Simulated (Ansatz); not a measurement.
The reference is BN in the wurtzite structure (space group P6_3mc, No. 186).

```
BN
1.0
    2.54100     0.00000     0.00000
   -1.27050     2.20057     0.00000
    0.00000     0.00000     4.20330
B N
2 2
Cartesian
  0.00000   1.46705   0.00112
  1.27050   0.73352   2.10277
  0.00000   1.46705   1.57512
  1.27050   0.73352   3.67677
```

Computed with PBEsol (Ansatz, an electronic-structure program), no spin-orbit coupling.

Before the change:

| Item | Result |
|---|---|
| Valence-band top at Γ | 0.00, 0.00, -0.28 eV |

It is then changed as follows: every lattice vector is stretched by 1.80 %; the atoms relax in the strained cell.

How does this affect the energy relative to the base?

The energy grows by 20 meV/atom.

How does this affect the valence-band top at Γ?

The valence-band top at Γ (three highest levels, from the VBM) becomes 0.00, 0.00, -0.23 eV (base: 0.00, 0.00, -0.28 eV).

The levels and masses belong to the bands next to the band gap. Stability against distortions was not tested.
